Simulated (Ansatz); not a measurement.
TaTe (model structure, Cmcm, No. 63, 4 atoms in the cell) was calculated with PBE-D3(BJ) (Ansatz, an electronic-structure program, PAW).

Input file:

Ansatz 0.2 input:
```yaml
crystal:
  lattice:
    - [1.7573141256, -5.0192977618, 0.0]
    - [1.7573141256, 5.0192977618, 0.0]
    - [0.0, 0.0, 4.660453978]
  atoms:
    - { symbol: Te, position: [0.6382318417, 0.3617681583, 0.25] }
    - { symbol: Ta, position: [0.9206414249, 0.0793585751, 0.25] }
    - { symbol: Te, position: [0.3617681583, 0.6382318417, 0.75] }
    - { symbol: Ta, position: [0.0793585751, 0.9206414249, 0.75] }
basis:
  ecutwfc: 520
  ecutrho_ratio: 4
  xc_grid: 2
kpoints:
  mp_grid: { grid: [16, 16, 12] }
hamiltonian:
  xc: pbe
  dispersion: d3bj
  pseudopotentials: { kind: paw }
scf:
  occupations: { method: fermi_dirac, width: 0.05 }
output:
  forces: true
  stress: true
  eigenvalues: true
relax:
  f_tol: 0.004
  escape_saddle: false
  max_steps: 80
  cell: { stress_tol: 0.02, fix: [volume] }
```

The run printed, among other lines:

```
Relaxation: its limit of steps is 80 (relax.max_steps)
Crystal: 4 atoms, lattice volume = 82.215 Å³
Basis set: ecut = 520 eV, 2221 PW (Γ), exchange–correlation on 80×80×72 points (8 copies of the dense FFT grid, shifted against one another)
Bands: 35, of which v1, the nominal top of the filled ones, is band 29 counted from 1 (28 counted from 0)
Symmetry: 8 space group operations
Space group: Cmcm (ITA 63), of the structure as read, at distance tolerance 4.3e-5 Å
k-points: 511 of 3072
Functional: x = pbe(κ = 0.804, μ = 0.2195149727645171), c = pbe(β = 0.06672455060314922)
SCF iter   1: F=—  HF=-33826.455301 eV  |F-HF|=—  |Δ(HF+E_count)|=         —  Δρ=5.52e-3  dr2=2.59e-2
SCF iter   2: F=—  HF=-33826.452876 eV  |F-HF|=—  |Δ(HF+E_count)|=   2.42e-3  Δρ=3.34e-3  dr2=1.04e-2
  ...
SCF 1 converged in 7 iterations: F = -33826.451599 eV  dr2 = 8.47e-9
Crystal: 4 atoms, lattice volume = 82.215 Å³
Initial density: handed on by an earlier stage of this run
SCF 2 converged in 6 iterations: F = -33826.446253 eV  dr2 = 2.75e-8
Crystal: 4 atoms, lattice volume = 82.215 Å³
SCF 3 converged in 9 iterations: F = -33826.453687 eV  dr2 = 5.21e-12
Crystal: 4 atoms, lattice volume = 82.215 Å³
SCF 4 converged in 6 iterations: F = -33826.453697 eV  dr2 = 2.13e-11
Crystal: 4 atoms, lattice volume = 82.215 Å³
SCF iter   8: F=-33826.453698 eV  HF=-33826.453698 eV  |F-HF|=4.37e-11  |Δ(HF+E_count)|=  2.91e-11  Δρ=1.20e-9  dr2=6.44e-16
SCF iter   9: F=-33826.453698 eV  HF=-33826.453698 eV  |F-HF|=0.00e0  |Δ(HF+E_count)|=  2.91e-11  Δρ=5.42e-10  dr2=1.13e-16
SCF 5 converged in 9 iterations: F = -33826.453698 eV  dr2 = 1.13e-16
SCF converged after 9 iterations
Free energy (F): -33826.453698 eV
Internal energy: -33826.427661 eV  (E = F + TS)
E sigma→0 (E₀):  -33826.440679 eV
Fermi energy:    17.659692 eV
--- Forces (eV/Å), atoms counted from 1 ---
  atom   1  Te     0.00000000    -0.00023871     0.00000000
  atom   2  Ta     0.00000000    -0.00296783    -0.00000000
  atom   3  Te    -0.00000000     0.00023871    -0.00000000
  atom   4  Ta    -0.00000000     0.00296783     0.00000000
--- Stress (GPa, compression-positive) ---
        2.543757       0.000000       0.000000
        0.000000       2.523854       0.000000
        0.000000       0.000000       2.557071
  P = ⅓ Tr σ = 2.5416 GPa (25.416 kbar)
```

The cell is one volume of an energy–volume scan, off the minimum.

Note: the relaxation could raise the start's symmetry but not lower it, so the cell can be a saddle point.

A model structure was made by putting elements into a prototype or built by hand; it is no filed structure, need not be a known phase, and can be a saddle point held by its symmetry.
